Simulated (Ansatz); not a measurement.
**Variants of one calculation on SrYSi4N7 (P1, 26 atoms in the cell)**

```yaml
crystal:
  lattice:
    - [5.99700, 0.00000, 0.00000]
    - [-2.99850, 5.19355, 0.00000]
    - [0.00000, 0.00000, 9.65900]
  atoms:
    - { symbol: N, position: [0.03105, 0.51468, 0.09873] }
    - { symbol: N, position: [0.51267, 0.02901, 0.59778] }
    - { symbol: N, position: [0.48569, 0.51160, 0.09595] }
    - { symbol: N, position: [0.97794, 0.48725, 0.59950] }
    - { symbol: N, position: [0.49214, 0.97481, 0.09588] }
    - { symbol: N, position: [0.51009, 0.48385, 0.59748] }
    - { symbol: N, position: [0.00272, 0.99858, 0.12328] }
    - { symbol: N, position: [0.00413, 0.00416, 0.62190] }
    - { symbol: N, position: [0.84543, 0.69945, 0.37086] }
    - { symbol: N, position: [0.15571, 0.85722, 0.87376] }
    - { symbol: N, position: [0.29750, 0.14710, 0.37303] }
    - { symbol: N, position: [0.15093, 0.30309, 0.87256] }
    - { symbol: N, position: [0.84163, 0.14816, 0.37308] }
    - { symbol: N, position: [0.69826, 0.84965, 0.87159] }
    - { symbol: Si, position: [0.17011, 0.34510, 0.04773] }
    - { symbol: Si, position: [0.82476, 0.16963, 0.54862] }
    - { symbol: Si, position: [0.65349, 0.82266, 0.04747] }
    - { symbol: Si, position: [0.82189, 0.65168, 0.54719] }
    - { symbol: Si, position: [0.17466, 0.82838, 0.04768] }
    - { symbol: Si, position: [0.34936, 0.16987, 0.54652] }
    - { symbol: Y, position: [0.32904, 0.66396, 0.73526] }
    - { symbol: Y, position: [0.66820, 0.33266, 0.23924] }
    - { symbol: Sr, position: [0.33976, 0.67266, 0.36995] }
    - { symbol: Sr, position: [0.66579, 0.33649, 0.86764] }
    - { symbol: Si, position: [0.99593, 0.99033, 0.30996] }
    - { symbol: Si, position: [0.00110, 0.00798, 0.81294] }
```

Base run A: LDA (PW92), default PAW files made with PBE (Ansatz, an electronic-structure program), self-consistent single point.

Its settings: basis.ecutwfc = 30.9 Ry; kpoints.mp_grid.grid = 4 4 2; hamiltonian.xc = lda; hamiltonian.pseudopotentials = {kind: paw} (the program's default PAW files); scf.occupations.method = methfessel_paxton; scf.occupations.width = 0.0073 Ry.

The starting cell comes from a database of published, mostly measured structures (it also holds non-ambient and calculated ones), without a prior relaxation at this level. Its atoms were displaced at random from the sites of space group no. 186. In the base run, forces exceed 1 eV/Å. Ansatz's pressure includes its estimate of the finite-basis (Pulay) stress.

ΔF is the free energy per atom less that of run A. A dash stands where there is no value to compare (another energy zero or no entropy term, no result, no spin, no clean gap, or a mesh too coarse for one). 

Runs:
- B: hamiltonian.pseudopotentials: {kind: paw} (the program's default PAW files) → {kind: paw_fr}; magnetization.noncollinear: default → true; magnetization.spin_orbit: default → false
- C: kpoints.mp_grid.shift: default → 0 0 0.5
- D: scf.mixing.algorithm: default (the program chose MSR1) → broyden; scf.mixing.beta: default → 1
- E: scf.mixing.preconditioner: default (the program chose Resta) → kerker; scf.mixing.q_tf: default → 0.5

| run | ΔF (meV/atom) | pressure (GPa) | largest force (eV/Å) | gap on the mesh (eV) | k-points |
|---|---|---|---|---|---|
| A | 0.00 | 0.49 | 2.681 | 2.845 | 20 |
| B | – | 0.49 | 2.681 | 2.845 | 20 |
| C | -0.03 | 0.49 | 2.682 | 3.108 | 16 |
| D | 0.00 | 0.49 | 2.681 | 2.845 | 20 |
| E | 0.00 | 0.49 | 2.681 | 2.845 | 20 |

Run C against A: The free energy hardly moves (within 1 meV/atom), the pressure stays at 0.49 GPa, the largest force hardly changes (2.681 to 2.682 eV/Å) and the gap on the mesh goes from 2.845 to 3.108 eV.

Run B against A: The pressure stays at 0.49 GPa, the largest force stays at 2.681 eV/Å and the gap on the mesh stays at 2.845 eV.

Run D against A: The free energy is nearly the same (within 1 meV/atom), the pressure stays at 0.49 GPa, the largest force stays at 2.681 eV/Å and the gap on the mesh stays at 2.845 eV.

Keys are those of Ansatz 0.2.
